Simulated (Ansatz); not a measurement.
## What holes 5.0×10^21 cm⁻³ does to GaN

Consider GaN in the rock salt structure (space group Fm-3m, No. 225; a = 4.2195 Å).

Now apply this change: 0.0939 holes added to each cell, a density of 5.0×10^21 cm⁻³, with a uniform compensating background at fixed cell and a 300 K Fermi–Dirac width.

The values are results of PBEsol, PAW, 420 eV (Ansatz, a program for electronic structure; scalar-relativistic without spin-orbit coupling), not measurements. k-mesh 31×31×31 (Γ-centred); smearing 0.0259 eV (Fermi–Dirac).

| quantity | base | changed | shift |
|---|---|---|---|
| gap between the host's bands | 0.54 eV | 0.67 eV | +0.13 eV |
| gap character | indirect, K–Γ (52 % along) → X | indirect, K–Γ (52 % along) → X | – |
| Fermi level relative to the doped band's edge (positive inside the band; to 0.05 eV) | – | +0.15 eV | – |

Final structure:

```yaml
crystal:
  lattice:
    - [0.00000, 2.10973, 2.10973]
    - [2.10973, 0.00000, 2.10973]
    - [2.10973, 2.10973, 0.00000]
  atoms:
    - { symbol: Ga, position: [0.00000, 0.00000, 0.00000] }
    - { symbol: N, position: [0.50000, 0.50000, 0.50000] }
```
Cell charge +0.093904.

Cost of the whole job for the changed cell (relaxation, final SCF and bands): about 23 core-seconds (a rough figure).

Carriers are added with a uniform compensating background; total energy and stress of such cells depend on the potential's zero and are not compared; many-body gap narrowing is missing at this level. Stability against distortions was not tested. This is not the structure that GaN has at room temperature and ambient pressure.
